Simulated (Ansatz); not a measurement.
Take Cu$_{2}$O (space group Pn-3m, No. 224) as the base.

```
Cu2O
1.0
    4.29909     0.00000     0.00000
    0.00000     4.29909     0.00000
    0.00000     0.00000     4.29909
Cu O
4 2
Cartesian
  3.22432   3.22432   3.22432
  3.22432   1.07477   1.07477
  1.07477   3.22432   1.07477
  1.07477   1.07477   3.22432
  0.00000   0.00000   0.00000
  2.14954   2.14954   2.14954
```

Levels (all Ansatz, a program for electronic structure, PAW, earlier PAW set): PBE (420 eV, no SOC); r2SCAN (500 eV, without spin-orbit coupling); HSE06 (420 eV, without spin-orbit coupling); PBE+SOC (420 eV, spin-orbit coupling included).

At the geometry relaxed with PBE, these levels gave the following band gaps, in shuffled order: (a) 0.71 eV, (b) 0.47 eV, (c) 1.93 eV, (d) 0.39 eV.

Match each gap to its level.

(a) r2SCAN; (b) PBE; (c) HSE06; (d) PBE+SOC.

Single points use the geometry relaxed with PBE. Differences between runs with and without spin-orbit coupling are approximate. Whether these cells are dynamically stable was not tested. No Hubbard U is applied. The runs without spin-orbit coupling are not spin-polarised.
